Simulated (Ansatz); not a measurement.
Worked example: self-consistent single point of NaMgF3 (Pm-3m, 5 atoms in the cell) in Ansatz (a program for electronic structure)

Method of the run: LDA (PW92), default PAW files made with PBE (plane waves; Ansatz).

Input:

Ansatz 0.2 input:
```yaml
crystal:
  lattice:
    - [3.96269300, 0.00000000, 0.00000000]
    - [0.00000000, 3.96269300, 0.00000000]
    - [0.00000000, 0.00000000, 3.96269300]
  atoms:
    - { symbol: Na, position: [0.00000000, 0.00000000, 0.00000000] }
    - { symbol: Mg, position: [0.50000000, 0.50000000, 0.50000000] }
    - { symbol: F, position: [0.50000000, 0.50000000, 0.00000000] }
    - { symbol: F, position: [0.00000000, 0.50000000, 0.50000000] }
    - { symbol: F, position: [0.50000000, 0.00000000, 0.50000000] }
basis:
  ecutwfc: 420.0
kpoints:
  mp_grid:
    grid: [6, 6, 6]
hamiltonian:
  xc: lda
  pseudopotentials:
    kind: paw
scf:
  occupations:
    method: fermi_dirac
    width: 0.01
output:
  forces: true
  eigenvalues: true
  stress: true
```

Output (repeated stretches shortened):

```
WARN ansatz: RAYON_NUM_THREADS=1 ignored (pool sized by the plan → 1); use --threads N
Pseudopotentials: kind: paw
Pseudopotential: Na, paw, valence charge 9
Pseudopotential: Mg, paw, valence charge 10
Pseudopotential: F, paw, valence charge 7
Crystal: 5 atoms, lattice volume = 62.226 Å³
Basis set: ecut = 420 eV, 1213 PW (Γ)
Bands: 25, of which v1, the nominal top of the filled ones, is band 20 counted from 1 (19 counted from 0)
Symmetry: 48 space group operations
Space group: Pm-3m (ITA 221), of the structure as read, at distance tolerance 4.0e-5 Å
k-points: 20 of 216
PAW frozen core: Na, regenerated for the run's functional, and the local potential with it
PAW frozen core: Mg, regenerated for the run's functional, and the local potential with it
PAW frozen core: F, regenerated for the run's functional, and the local potential with it
Initial density: superposition of atomic densities (neutral atoms: chi_scale 0, normalization atom), corrected by the library's trained network
Initial wavefunctions: pseudopotential atomic-orbital guess
Eigensolver: davidson
Functional: x = slater, c = lda
SCF iter   1: F=—  HF=-5757.211587 eV  |F-HF|=—  |Δ(HF+E_count)|=         —  Δρ=1.96e-2  dr2=1.67e-1  ethr=1.77e-3  ⟨swp⟩=6.3  Hψ=2247  notcnv=0
all-band conjugate gradients solve this SCF's bands
preconditioner: auto → Resta (q_TF=auto, 2.535 Å⁻¹)
SCF iter   2: F=—  HF=-5757.157607 eV  |F-HF|=—  |Δ(HF+E_count)|=   5.40e-2  Δρ=5.28e-3  dr2=4.72e-3  ethr=4.18e-4  ⟨swp⟩=2.0  Hψ=935  notcnv=0  defer=19
SCF iter   3: F=—  HF=-5757.155484 eV  |F-HF|=—  |Δ(HF+E_count)|=   2.12e-3  Δρ=1.81e-3  dr2=1.22e-3  ethr=1.18e-5  ⟨swp⟩=2.0  Hψ=889  notcnv=0  defer=20
SCF iter   4: F=—  HF=-5757.155134 eV  |F-HF|=—  |Δ(HF+E_count)|=   3.51e-4  Δρ=7.58e-4  dr2=1.91e-4  ethr=3.06e-6  ⟨swp⟩=1.1  Hψ=481  notcnv=0  defer=20
SCF iter   5: F=—  HF=-5757.155059 eV  |F-HF|=—  |Δ(HF+E_count)|=   7.43e-5  Δρ=1.36e-4  dr2=7.32e-6  ethr=4.77e-7  ⟨swp⟩=3.0  Hψ=911  notcnv=0  defer=20
SCF iter   6: F=—  HF=-5757.155055 eV  |F-HF|=—  |Δ(HF+E_count)|=   4.82e-6  Δρ=1.98e-5  dr2=2.79e-7  ethr=1.83e-8  ⟨swp⟩=2.1  Hψ=612  notcnv=0  defer=20
SCF iter   7: F=-5757.155055 eV  HF=-5757.155055 eV  |F-HF|=4.38e-9  |Δ(HF+E_count)|=   3.27e-8  Δρ=3.64e-6  dr2=8.96e-9  ethr=2.50e-10  ⟨swp⟩=8.0  Hψ=1961  notcnv=0
SCF 1 converged in 7 iterations: F = -5757.155055 eV  dr2 = 8.96e-9
SCF converged after 7 iterations
Free energy (F): -5757.155055 eV
Harris-Foulkes:  -5757.155055 eV  (|F-HF|=4.38e-9)
Internal energy: -5757.155055 eV  (E = F + TS)
E sigma→0 (E₀):  -5757.155055 eV
Fermi energy:    3.846417 eV
--- Per-component energies (eV) ---
  E_band       = -678.409473
  E_kinetic    = 815.121198
  E_local      = -4516.405730  (includes V_loc(G=0)·N_el)
  E_nonlocal   = 439.201193
  E_hartree    = 1622.636946
  E_xc         = -302.348405
  E_vxc        = -391.865236  (∫ρ·V_xc dr)
  E_paw        = -1078.420926  (= ΣΔE_a)
  E_vpaw       = -269.743711  (= ΣTr[D̂ρ^β])
  E_aug_tail   = 0.006019  (compensation charges beyond the density's cutoff)
  E_ewald      = -2737.576474
  E_core_change = 0.631125  (= ΣΔE_core)
  E_smearing   = -0.000000  (= −TS)
  E_closure    = 0.000000  (closes the sum)
  Σ components = -5757.155055   (vs F -5757.155055, Δ=0.00e0)
--- Forces (eV/Å), atoms counted from 1 ---
  atom   1  Na    -0.00000000     0.00000000    -0.00000000
   [... zero for the other atoms too ...]
  max |Σ_I F_I| component: 1.36e-28 eV/Å
--- Stress (GPa, compression-positive) ---
       -6.977762       0.000000       0.000000
        0.000000      -6.977762       0.000000
        0.000000       0.000000      -6.977762
  P = ⅓ Tr σ = -6.9778 GPa (-69.778 kbar)
  The stress holds the Pulay correction. Without it, at fixed plane waves, as pw.x and ABINIT print it: P = -7.7578 GPa
--- Band table (eV; the first three rows and the last of 20) ---
  k-point 0: bands = ["-68.7553", "-46.5483", "-36.2008", "-36.2008", "-36.2008", "-19.0402", "-19.0402", "-19.0402", "-18.8295", "-18.0469", "-18.0469", "-1.6192", "-1.6192", "-1.6192", "0.3983", "0.3983", "0.3983", "0.5889", "0.5889", "0.5889", [...]
  k-point 1: bands = ["-68.7553", "-46.5482", "-36.2028", "-36.2008", "-36.2008", "-19.0786", "-19.0398", "-19.0398", "-18.7463", "-18.0765", "-18.0448", "-1.5790", "-1.5507", "-1.5507", "0.3045", "0.3335", "0.3335", "0.3463", "0.5521", "0.5521", [...]
  k-point 2: bands = ["-68.7552", "-46.5481", "-36.2068", "-36.2007", "-36.2007", "-19.1263", "-19.0391", "-19.0391", "-18.5820", "-18.1624", "-18.0404", "-1.4258", "-1.3879", "-1.3879", "-0.2870", "0.1342", "0.1342", "0.2464", "0.5239", "0.5239", [...]
  k-point 19: bands = ["-68.7551", "-46.5474", "-36.2084", "-36.2084", "-36.2084", "-19.0491", "-19.0491", "-19.0491", "-18.2180", "-18.2180", "-18.2180", "-2.9872", "-1.1990", "-1.1990", "-1.1990", "-0.1266", "-0.1266", "1.0374", "1.0374", [...]
```

The run converged in 7 iterations.

The starting cell comes from a database of computed structures (which also holds hypothetical and non-ambient phases and stackings), without a prior relaxation at this level. Its lattice was rescaled by up to half a per cent. With a pressure of about -7 GPa the cell is away from its equilibrium volume at this level. Ansatz's pressure includes its estimate of the finite-basis (Pulay) stress. Without the estimate this run gives -7.76 GPa.
